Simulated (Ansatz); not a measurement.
An Ansatz (a program for electronic structure) run: hypothetical P6_3/mmc HgI2; PBEsol-D3(BJ) (Ansatz, PAW, no SOC).

Input:

Ansatz 0.2 input:
```yaml
crystal:
  lattice:
    - [4.0708962416, 0, 0]
    - [-2.0354481208, 3.5254995614, 0]
    - [0, 0, 13.5608557471]
  atoms:
    - { symbol: Hg, position: [0.3333333333, 0.6666666667, 0.25] }
    - { symbol: Hg, position: [0.6666666667, 0.3333333333, 0.75] }
    - { symbol: I, position: [0.3333333333, 0.6666666667, 0.6111543365] }
    - { symbol: I, position: [0.6666666667, 0.3333333333, 0.1111543365] }
    - { symbol: I, position: [0.6666666667, 0.3333333333, 0.3888456635] }
    - { symbol: I, position: [0.3333333333, 0.6666666667, 0.8888456635] }
basis: { ecutwfc: 420, ecutrho_ratio: 4, xc_grid: 2, fft_grid_basis: typed }
kpoints: { mp_grid: { grid: [13, 13, 4] } }
hamiltonian:
  xc: pbesol
  dispersion: d3bj
  pseudopotentials: { kind: paw }
scf: { occupations: { method: fermi_dirac, width: 0.05 }, convergence: { dr2_threshold: 0.0000000006 } }
output: { forces: true, stress: true }
```

Output:

```
WARN ansatz: RAYON_NUM_THREADS=2 ignored (pool sized by the plan → 2); use --threads N
Pseudopotentials: kind: paw
Pseudopotential: Hg, paw, valence charge 20
Pseudopotential: I, paw, valence charge 17
Functional definition: PBEsol
Crystal: 6 atoms, lattice volume = 194.625 Å³
Basis set: ecut = 420 eV, 3789 PW (Γ), exchange–correlation on 60×60×192 points (8 copies of the dense FFT grid, shifted against one another)
Bands: 61, of which v1, the nominal top of the filled ones, is band 54 counted from 1 (53 counted from 0)
Symmetry: 24 space group operations
Space group: P63/mmc (ITA 194), of the structure as read, at distance tolerance 5.8e-5 Å
k-points: 63 of 676
PAW frozen core: Hg, regenerated for the run's functional, and the local potential with it
PAW frozen core: I, regenerated for the run's functional, and the local potential with it
Initial density: superposition of atomic densities (neutral atoms: chi_scale 0, normalization atom), corrected by the library's trained network
Initial wavefunctions: pseudopotential atomic-orbital guess
Eigensolver: davidson
Functional: x = pbesol(κ = 0.804, μ = 0.12345679012345678), c = pbesol(β = 0.046)
SCF iter   1: F=—  HF=-57067.939032 eV  |F-HF|=—  |Δ(HF+E_count)|=         —  Δρ=2.44e-3  dr2=1.07e-2  ethr=1.77e-3  ⟨swp⟩=7.4  Hψ=15055  notcnv=0  defer=34
all-band conjugate gradients solve this SCF's bands
preconditioner: auto → LDOS
SCF iter   2: F=—  HF=-57067.941888 eV  |F-HF|=—  |Δ(HF+E_count)|=   2.86e-3  Δρ=2.08e-3  dr2=1.62e-2  ethr=9.92e-6  ⟨swp⟩=2.6  Hψ=8580  notcnv=0  defer=89
SCF iter   3: F=—  HF=-57067.937527 eV  |F-HF|=—  |Δ(HF+E_count)|=   4.36e-3  Δρ=6.18e-4  dr2=2.88e-3  ethr=9.92e-6  ⟨swp⟩=2.5  Hψ=7723  notcnv=0  defer=89
SCF iter   4: F=—  HF=-57067.936867 eV  |F-HF|=—  |Δ(HF+E_count)|=   6.60e-4  Δρ=2.51e-4  dr2=1.20e-4  ethr=2.67e-6  ⟨swp⟩=3.0  Hψ=6804  notcnv=0  defer=89
SCF iter   5: F=—  HF=-57067.936821 eV  |F-HF|=—  |Δ(HF+E_count)|=   4.60e-5  Δρ=2.84e-5  dr2=2.04e-6  ethr=1.11e-7  ⟨swp⟩=2.0  Hψ=6835  notcnv=0  defer=89
SCF iter   6: F=—  HF=-57067.936893 eV  |F-HF|=—  |Δ(HF+E_count)|=   7.14e-5  Δρ=6.92e-6  dr2=1.04e-7  ethr=1.89e-9  ⟨swp⟩=2.0  Hψ=6664  notcnv=0  defer=89
SCF iter   7: F=—  HF=-57067.936893 eV  |F-HF|=—  |Δ(HF+E_count)|=   1.69e-8  Δρ=1.67e-6  dr2=3.08e-9  ethr=9.59e-11  ⟨swp⟩=3.0  Hψ=6985  notcnv=0  defer=89
SCF iter   8: F=-57067.936893 eV  HF=-57067.936893 eV  |F-HF|=7.28e-11  |Δ(HF+E_count)|=   2.11e-9  Δρ=3.38e-7  dr2=1.03e-10  ethr=1.00e-12  ⟨swp⟩=5.0  Hψ=12820  notcnv=0
SCF 1 converged in 8 iterations: F = -57067.936893 eV  dr2 = 1.03e-10
SCF converged after 8 iterations
Free energy (F): -57067.936893 eV
Harris-Foulkes:  -57067.936893 eV  (|F-HF|=7.28e-11)
Internal energy: -57067.931736 eV  (E = F + TS)
E sigma→0 (E₀):  -57067.934314 eV
Entropy (-TS):   -0.005156 eV (-0.859 meV/atom)
Fermi energy:    8.674281 eV
--- Per-component energies (eV) ---
  E_band       = -2350.837806
  E_kinetic    = 1964.497249
  E_local      = -14082.464527  (includes V_loc(G=0)·N_el)
  E_nonlocal   = -202.056784
  E_hartree    = 6776.219360
  E_xc         = -945.219300
  E_vxc        = -1035.275125  (∫ρ·V_xc dr)
  E_paw        = -38544.248968  (= ΣΔE_a)
  E_vpaw       = -2547.979713  (= ΣTr[D̂ρ^β])
  E_aug_tail   = 0.001881  (compensation charges beyond the density's cutoff)
  E_ewald      = -12034.873146
  E_disp       = -2.093373  (pairwise vdW)
  E_core_change = 2.305871  (= ΣΔE_core)
  E_smearing   = -0.005156  (= −TS)
  E_closure    = 0.000000  (closes the sum)
  Σ components = -57067.936893   (vs F -57067.936893, Δ=0.00e0)
  [band-id]    e_kinetic+e_local+e_nonlocal+2·e_hartree+e_vxc+e_vpaw+e_augmentation_tail = -2350.838299   (vs E_band -2350.837806, Δ=-4.93e-4)
--- Forces (eV/Å), atoms counted from 1 ---
  atom   1  Hg     0.00000000     0.00000000     0.00000000
  atom   2  Hg    -0.00000000    -0.00000000    -0.00000000
  atom   3  I     -0.00000000    -0.00000000     0.00048239
  atom   4  I     -0.00000000     0.00000000     0.00048239
  atom   5  I     -0.00000000     0.00000000    -0.00048239
  atom   6  I     -0.00000000    -0.00000000    -0.00048239
  max |Σ_I F_I| component: 1.16e-17 eV/Å
--- Stress (GPa, compression-positive) ---
        0.008663       0.000000       0.000000
        0.000000       0.008663      -0.000000
        0.000000      -0.000000      -0.004585
  P = ⅓ Tr σ = 0.0042 GPa (0.042 kbar)
  The stress holds the Pulay correction. Without it, at fixed plane waves, as pw.x and ABINIT print it: P = -0.0244 GPa
  The stress includes an estimate of the error left by incomplete SCF convergence (largest component 0.0001 GPa).
--- Band table ---
  band table: none
```

With Hg and I present, leaving out spin-orbit coupling can change the band edges. Whether these cells are dynamically stable was not tested. All final runs are without spin polarisation. The cell is HgI$_{2}$ in the 2H-MoS2 type structure (space group P6_3/mmc, No. 194; a hypothetical phase, not in the database extracts checked; layered, stacked along the Cartesian z axis).
